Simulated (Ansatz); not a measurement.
Bi2SO2 (model structure, started from the La2SO2 type, P-3m1, No. 164, 5 atoms in the cell), treated with PBEsol+SOC (plane waves, PAW; Ansatz, a quantum-chemistry and plane-wave program).

Settings: plane-wave cutoff 520 eV, 12×12×6 k mesh (along the axes of the cell as run), Fermi–Dirac smearing 0.01 eV, PAW data made under PBE.

Cell (relaxed with PBEsol):

```cif
data_Bi2O2S
_chemical_formula_sum 'Bi2 S1 O2'
_space_group_name_H-M_alt 'P-3m1'
_space_group_IT_number 164
_space_group_name_Hall '-P 3 2"'
_cell_length_a 3.94099
_cell_length_b 3.94099
_cell_length_c 6.76085
_cell_angle_alpha 90.000
_cell_angle_beta 90.000
_cell_angle_gamma 120.000
loop_
_atom_site_label
_atom_site_type_symbol
_atom_site_symmetry_multiplicity
_atom_site_Wyckoff_symbol
_atom_site_fract_x
_atom_site_fract_y
_atom_site_fract_z
_atom_site_occupancy
Bi1 Bi 2 d 0.33333 0.66667 0.22307 1
S1 S 1 b 0.00000 0.00000 0.50000 1
O1 O 2 d 0.66667 0.33333 0.12195 1
```

Task: Give the computed band gap, smallest direct gap on the k points sampled and direct gap at Γ.

Result: 
- band gap: 1.15 eV (indirect)
- smallest direct gap on the k points sampled: 1.24 eV
- direct gap at Γ: 2.06 eV

Note: the relaxation could raise the start's symmetry but not lower it, so the cell can be a saddle point; cell and atoms aren't relaxed at this level (largest force component 0.05 eV/Å, pressure 0.6 GPa).

Static lattice: no zero-point or thermal effects.

A model structure was made by putting elements into a prototype or built by hand; it is no filed structure, need not be a known phase, and can be a saddle point held by its symmetry.
